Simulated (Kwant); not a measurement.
Computed with Kwant: one-band effective-mass tight-binding model in one dimension, coherent, no space charge, current by the Tsu-Esaki formula.

System: In0.53Ga0.47As/In0.52Al0.48As stack with 1 barrier. One parabolic valley. Leads of mass 0.041 mₑ with the band edge at 0; grid 0.1 nm; bias swept from 0.0208 to 0.44254 V, dropping linearly over the stack. Emitter Fermi level 0.091 eV, 77 K, equal in the collector.

| layer | thickness (nm) | band offset (eV) | mass (mₑ) |
|---|---|---|---|
| 1 | 1.6 | 0.52 | 0.075 |

The device is made up for the run: typed textbook-type constants, with dimensions and the other settings drawn at random.

Sweep values stay those of the base run.

One input was changed, with this effect: J at bias = 0.1262 V 327000 → 195000 A/cm²; J at bias = 0.3371 V 432000 → 280000 A/cm²; J at bias = 0.2317 V 387000 → 241000 A/cm²; J at bias = 0.4425 V 472000 → 319000 A/cm².

Task: Which change was it?
A) Fermi level in the emitter 0.091 → 0.14 eV
B) mass in the first barrier 0.075 → 0.06 mₑ
C) height of the first barrier 0.52 → 0.31 eV
D) thickness of the first barrier 1.6 → 1.9 nm

Result: D, thickness of the first barrier 1.6 → 1.9 nm
